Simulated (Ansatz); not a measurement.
The (0001) surface of hcp Be in its 1x1 cell, outermost plane spacing 1.78 Å in the ideal cut

Level of theory: r2SCAN, at the PBE geometry (plane waves to 500 eV, PAW; Ansatz, a quantum-chemistry and plane-wave program).

Model: 7-atom slab, 10.7 Å thick at the start, 19x19x1 mesh, Fermi-Dirac 0.1 eV, dipole correction, single point; on the structure that PBE left under its start's symmetry; no spin, no spin-orbit, no U.

surface energy (mean of both faces): 1.89 J/m²
work function of the top face: 5.36 eV
cost: about 15 core-seconds (a rough figure)
